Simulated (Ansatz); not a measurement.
Start from AgCl in the rock salt structure (space group Fm-3m, No. 225; a = 5.611 Å).

Level of theory: PBE (Ansatz, a quantum-chemistry and plane-wave program), without spin-orbit coupling.

For the base:

| Item | Value |
|---|---|
| Density | 5.39 g/cm³ |
| Band gap | 0.92 eV |
| Electron mass | 0.27 mₑ (at Γ) |

One thing is altered: a hydrostatic pressure of 18 GPa.

Q: Estimate the effect on the density.

A: The density rises by 1.41 g/cm³, from 5.39 g/cm³ to 6.80 g/cm³.

Q: How does this affect the band gap?

A: The band gap goes up by 0.04 eV (0.92 eV → 0.96 eV).

Q: What does the calculation give for the electron mass after the change?

A: The electron mass goes from 0.27 mₑ (at Γ) to 0.26 mₑ (at Γ).

Load acts through the strain it causes; cell and atoms are relaxed under it. Masses are band curvatures over ±0.01 Å⁻¹ around the edge. Whether these cells are dynamically stable was not tested. No other phases were tried under pressure.
